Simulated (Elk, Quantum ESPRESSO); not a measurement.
A Quantum ESPRESSO input for a self-consistent single point of V3Si (Pm-3n, 8 atoms in the cell) (DFT, PBE, plane waves, PseudoDojo standard norm-conserving (PBE) pseudopotentials):

```fortran
&control
   calculation = 'scf',
   prefix = 'v3si',
   outdir = './work',
   pseudo_dir = './',
   tprnfor = .true.,
   tstress = .true.,
/
&system
   ibrav = 0,
   nat = 8,
   ntyp = 2,
   ecutwfc = 85,
   occupations = 'smearing',
   smearing = 'fermi-dirac',
   degauss = 0.0073499,
   nspin = 2,
   starting_magnetization(1) = 0.154,
/
&electrons
   conv_thr = 1.0d-10,
   mixing_beta = 0.4,
/
ATOMIC_SPECIES
V     50.9415  V.upf
Si    28.0850  Si.upf
CELL_PARAMETERS angstrom
   4.61340500     0.00000000     0.00000000
   0.00000000     4.61340500     0.00000000
   0.00000000     0.00000000     4.61340500
ATOMIC_POSITIONS alat
V     0.25000000    0.00000000    0.50000000
V     0.75000000    0.00000000    0.50000000
V     0.50000000    0.75000000    0.00000000
V     0.50000000    0.25000000    0.00000000
V     0.00000000    0.50000000    0.75000000
V     0.00000000    0.50000000    0.25000000
Si    0.00000000    0.00000000    0.00000000
Si    0.50000000    0.50000000    0.50000000
K_POINTS automatic
5 5 5  0 0 0
```

Q: Write the same calculation as an input for Elk.

A: This is the input that was run; spellings and numerical settings could be chosen otherwise.

```
tasks
  0

xctype
  20

spinpol
  .true.

reducebf
  0.5

rmtscf
  0.85

nempty
  12

swidth
  0.00367493

maxscl
  100

avec
    8.7180719520    0.0000000000    0.0000000000
    0.0000000000    8.7180719520    0.0000000000
    0.0000000000    0.0000000000    8.7180719520

sppath
  './'

atoms
  2
  'V.in'
  6
  0.2500000000  0.0000000000  0.5000000000    0.0 0.0 -1.0
  0.7500000000  0.0000000000  0.5000000000    0.0 0.0 -1.0
  0.5000000000  0.7500000000  0.0000000000    0.0 0.0 -1.0
  0.5000000000  0.2500000000  0.0000000000    0.0 0.0 -1.0
  0.0000000000  0.5000000000  0.7500000000    0.0 0.0 -1.0
  0.0000000000  0.5000000000  0.2500000000    0.0 0.0 -1.0
  'Si.in'
  2
  0.0000000000  0.0000000000  0.0000000000    0.0 0.0 0.0
  0.5000000000  0.5000000000  0.5000000000    0.0 0.0 0.0

ngridk
  5 5 5
```

Basis, cutoffs, solver keys and any potentials are the target program's own. This input uses DFT, PBE, all-electron FP-LAPW, Elk's shipped species files, default APW+lo basis. Both were run: size of the net moment 0.00 μB/atom in Quantum ESPRESSO and 0.00 in Elk.

On Elk: the starting cell comes from a database of computed structures (which also holds hypothetical and non-ambient phases and stackings), without a prior relaxation at this level. Its lattice was rescaled by a random factor within 2.5 % of one. The starting moments vanished: the run ended non-magnetic, which need not be the lowest state. Values depend on the basis (sphere radii, cutoffs, local orbitals), which need not be converged.

On Quantum ESPRESSO: the starting cell comes from a database of computed structures (which also holds hypothetical and non-ambient phases and stackings), without a prior relaxation at this level. Its lattice was rescaled by a random factor within 2.5 % of one. The starting moments vanished: the run ended non-magnetic, which need not be the lowest state. With a pressure of about 12 GPa the cell is away from its equilibrium volume at this level.
